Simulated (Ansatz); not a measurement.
The starting structures come from a database of crystals and need not be the phases stable at ambient conditions.

 Where the default PAW files enter, the runs use the earlier of Ansatz's two default sets.

## Evanescent states of K2LiAlH6 (R-3m, not sure to be the ambient phase, 20 atoms a cell, 11.7 Å³ an atom) along the normal of (001)

All values below come from r2SCAN (plane waves, PAW; Ansatz, a first-principles code).

No gap correction and no spin-orbit coupling; mid-gap values are interpolated between computed energies.

Energies count from the valence-band top; κ is the least over a 6×6 mesh across the current.

| E (eV) | κ (1/Å) | where |
|---|---|---|
| 0.08 | 0.115 | off Γ |
| 0.24 | 0.193 | off Γ |
| 0.40 | 0.242 | off Γ |
| 0.56 | 0.279 | off Γ |
| 0.72 | 0.308 | off Γ |
| 0.88 | 0.332 | off Γ |
| 1.04 | 0.351 | off Γ |
| 1.20 | 0.368 | off Γ |
| 1.36 | 0.382 | off Γ |
| 1.52 | 0.393 | off Γ |
| 1.68 | 0.403 | off Γ |
| 1.84 | 0.395 | Γ |
| 2.00 | 0.379 | Γ |
| 2.16 | 0.362 | Γ |
| 2.32 | 0.343 | Γ |
| 2.48 | 0.321 | Γ |
| 2.64 | 0.296 | Γ |
| 2.80 | 0.267 | Γ |
| 2.96 | 0.231 | Γ |
| 3.12 | 0.184 | Γ |
| 3.28 | 0.109 | Γ |

### Question
How thick must the barrier be to attenuate the transmission by 10^8 when the electrodes' Fermi level lies at 2.80 eV, and what attenuation does that film give at 1.52 eV?

### Answer
d = 8 ln 10 / (2 × 0.267) = 34.5 Å. At 1.52 eV it gives 8 × 0.393/0.267 = 11.8 decades.
